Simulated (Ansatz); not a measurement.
Start from TiC in the rock salt structure (space group Fm-3m, No. 225; a = 4.293 Å; relaxed with 0.1 eV smearing). Axes: x, y, z lie along the cube axes.

Method: Ansatz (a quantum-chemistry and plane-wave program) PBEsol, no spin-orbit coupling.

A first run, uniaxial strain ε_yy = −1.27 %, gives secant values C11 ≈ 600 GPa and C12 ≈ 130 GPa from its stress. A second run applies uniaxial stress, 8 GPa compression along z.

What does linear elasticity predict for Young's modulus in the second run, and what does the run give?

Linear elasticity: (C11 − C12)(C11 + 2 C12)/(C11 + C12) = 550 GPa. The run gives 550 GPa; any difference comes from nonlinear terms at these strains and numerical noise.

Stability under load was not tested beyond the relaxation. All final runs are without spin polarisation.
